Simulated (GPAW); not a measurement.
Band structure of GaPt (P2_13, 8 atoms in the cell).

```
GaPt
1.0
    4.89923     0.00000     0.00000
    0.00000     4.89923     0.00000
    0.00000     0.00000     4.89923
Ga Pt
4 4
Direct
  0.09298   0.09298   0.09298
  0.40702   0.90702   0.59298
  0.59298   0.40702   0.90702
  0.90702   0.59298   0.40702
  0.39943   0.39943   0.39943
  0.10057   0.60057   0.89943
  0.89943   0.10057   0.60057
  0.60057   0.89943   0.10057
```

Method: PBEsol, GPAW PAW datasets PBEsol (made by gpaw-setup) (plane waves; GPAW).

Settings: mode = pw; ecut = 600 eV; xc = PBEsol; kpts = 5 5 5; mesh shift (steps) = 0 0 0; occupations.name = methfessel-paxton; occupations.width = 0.2 eV; occupations.order = 0; nbands = -12; symmetry.symmorphic = false; symmetry.tolerance = 0.0005; maxiter = 120; bandpath_npoints = 40.

The starting cell comes from a database of computed structures (which also holds hypothetical and non-ambient phases and stackings), without a prior relaxation at this level. Its lattice was rescaled by a random factor within 2.5 % of one. Spin-orbit coupling is off. Spin polarisation is off.

Levels in eV from the Fermi level, bands 35 to 42:
```json
[
 {"point": "Γ", "35": "-1.52", "36": "-1.52", "37": "-0.22", "38": "-0.22", "39": "-0.22", "40": "3.26", "41": "3.26", "42": "3.26"},
 {"point": "X", "35": "-1.50", "36": "-1.50", "37": "-0.68", "38": "-0.68", "39": "1.32", "40": "1.32", "41": "1.99", "42": "1.99"},
 {"point": "M", "35": "-2.09", "36": "-2.09", "37": "0.34", "38": "0.34", "39": "0.81", "40": "0.81", "41": "2.57", "42": "2.57"},
 {"point": "R", "35": "-2.33", "36": "-2.33", "37": "-0.87", "38": "-0.87", "39": "-0.87", "40": "-0.87", "41": "5.65", "42": "5.65"}
]
```

Bands cross the Fermi level along this path, so the cell is metallic at this level.
